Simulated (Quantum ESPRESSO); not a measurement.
Pressure against volume in rock-salt SrO (space group 225) (Quantum ESPRESSO, PBE)

```
CELL_PARAMETERS angstrom
      0.00000     2.53412     2.53412
      2.53412     0.00000     2.53412
      2.53412     2.53412     0.00000
ATOMIC_POSITIONS crystal
  Sr 0.00000 0.00000 0.00000
  O  0.50000 0.50000 0.50000
```

Level of theory: PBE, GBRV 1.5 ultrasoft (PBE) pseudopotentials (plane waves; Quantum ESPRESSO). Settings: ecutwfc = 52 Ry; ecutrho = 260 Ry; occupations = smearing; smearing = fermi-dirac; degauss = 0.000734986 Ry; potentials = {Sr: sr_pbe_v1.uspp.F.UPF, O: o_pbe_v1.2.uspp.F.UPF}; K_POINTS = automatic 11 11 11 0 0 0; conv_thr = 1e-10 Ry; mixing_beta = 0.7. The cell above is the first row's. The rows scale it uniformly. In all rows fractional positions and the k mesh are held.

```csv
V (Å^3/atom),P (GPa)
16.274,7.39
16.627,4.98
16.981,2.83
17.335,0.91
17.689,-0.81
18.042,-2.35
18.396,-3.72
18.750,-4.96
19.104,?
```

**Question.** Fit P against V with a cubic, and predict the withheld value at V = 19.104.

**Answer.** With u = V - 17.5, the rows have u = -1.2260, -0.8730, -0.5190, -0.1650, 0.1890, 0.5420, 0.8960, 1.2500. Least squares gives P = 0.080 - 4.8701·u + 0.7805·u² - 0.0886·u³. Residuals (row less fit): 0.003, -0.005, 0.000, 0.005, 0.003, -0.006, 0.001, 0.001; standard error 0.005 (degrees of freedom: 4). The fitted pressure is zero at V0 = 17.52, where dP/dV = -4.844, so B0 = -V0·dP/dV = 84.9 GPa. At the withheld row, u = 1.6040, so P = 0.080 - 4.8701 × 1.6040 + 0.7805 × 1.6040² - 0.0886 × 1.6040³ = -6.089 GPa. The calculation gives -6.06 GPa, 0.029 GPa above the prediction (0.2 % of the range of P in the table). The row lies outside the fitted rows, so this is an extrapolation. From the scatter of the fitted rows alone, a prediction at this place has a standard error of 0.014 GPa, so the miss is 2.1 times that.

Carrying the step between the two nearest rows on in a straight line would have given -6.20, off by 0.14; series whose last step already gives the withheld value aren't shown. The scan was laid around a cell of about the measured size, scaled by a guess for this functional. The runs keep the symmetry of the cell, so they don't test it for distortions. Cutoffs and mesh are single choices, not tested for convergence of this quantity. Series with a scatter that would blur these digits, or in which a gap closes, are not shown.
